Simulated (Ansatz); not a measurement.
Take C in the diamond structure (space group Fd-3m, No. 227; a = 3.5317 Å) as the base. Axes: x, y, z lie along the cube axes.

Calculations: plane-wave PAW DFT at the LDA level (Ansatz, a program for electronic structure, 420 eV), no spin-orbit coupling.

One thing is altered: the cell is scaled by 0.9800 in all directions, atoms relaxed at fixed cell.

Task: Predict the stress tensor and what it implies for the stiffness.

Result: Stress of the strained cell less that of the base (GPa, compression positive):
```
  31.60    0.00    0.00
   0.00   31.60    0.00
   0.00    0.00   31.60
```

Then B = −ΔP/(ΔV/V₀) with ΔV/V₀ = -0.0588 gives secant stiffness values (nonlinear terms included at this strain): B ≈ 537 GPa.

As a check, the harmonic strain energy −½ V₀ Δσ:ε is 33 meV/atom; the computed energy rise is 31 meV/atom.

No phonon test of stability was made.
